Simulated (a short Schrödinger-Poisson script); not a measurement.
System: MOS inversion layer, SiO2 on p-type Si(111), at 300 K.

From the gate side: 1.9 nm SiO2; 1500 nm Si, acceptors 8.1e16 cm⁻³.

The device is made up for the run: typed textbook-type constants, with dimensions and the other settings drawn at random. SiO2: permittivity 3.9, conduction-band edge (eV) 3.15, gap (eV) 9, electron mass (mₑ) 0.5. Si: permittivity 11.7, conduction-band edge (eV) 0, gap (eV) 1.124, Nv at 300 K (cm⁻³) 3.1e19.

Channel valleys (confinement mass, in-plane density-of-states mass, number): Δ6 0.258, 0.358, 6. At the gate the conduction-band edge of layer 1 lies 3.54 eV − eVg above the Fermi level of the channel; the field vanishes at the back. Gaps are held at their typed values at every temperature. Mesh 0.03 nm at interfaces.

From a short Schrödinger-Poisson script (our own, NumPy): 1D Poisson equation in equilibrium, electrons quantum, Hartree (BenDaniel-Duke, 12 states a valley, the channel's in-plane mass for all, wave functions ending at the dielectric), parabolic valleys, classical holes, full ionisation, no traps, pinning or gate leakage.

```
Vg (V)  electrons (cm⁻²)  C (μF/cm²)  Δ6 E0 (meV from the Fermi level)
------  ----------------  ----------  --------------------------------
0.3               2.49e9       0.102                             240.4
0.4              6.55e10       0.353                             155.4
0.5              4.37e11       0.872                             105.6
0.6              1.05e12        1.09                              82.1
0.7              1.76e12        1.20                              67.9
0.8              2.53e12        1.26                              57.9
0.9              3.33e12        1.30                              50.1
1                4.15e12        1.34                              43.7
1.1              4.99e12        1.36                              38.3
1.2              5.85e12        1.38                              33.6
1.3              6.72e12        1.40                              29.4
1.4              7.60e12        1.41                              25.6
1.5              8.48e12        1.43                              22.2
1.6              9.38e12        1.44                              19.0
1.7              1.03e13        1.45                              16.0
1.8              1.12e13        1.46                              13.2
1.9              1.21e13        1.46                              10.6
```

Gate voltages with under 1e9 electrons/cm² are left out.

**Question.** At Vg = 1.9 V the lowest Δ6 subband lies at 10.6 meV from the Fermi level. How many electrons does it hold, and what share of all?

**Answer.** The two-dimensional density of states is g m/(πħ²) = 8.97e11 cm⁻² meV⁻¹ (both spins), kT = 25.9 meV, so n = D kT ln(1 + exp(−E/kT)) = 1.18e13 cm⁻², 0.98 of the 1.21e13 cm⁻² in all.

**Question.** Compare the slope of the sheet density between 1.7 and 1.9 V with the geometric capacitance of the layers between gate and channel.

**Answer.** q Δn/ΔV = 1.44 μF/cm²; ε0/Σ(t/ε) = 1.82 μF/cm². The ratio is 0.79: the channel acts as a further capacitance in series.
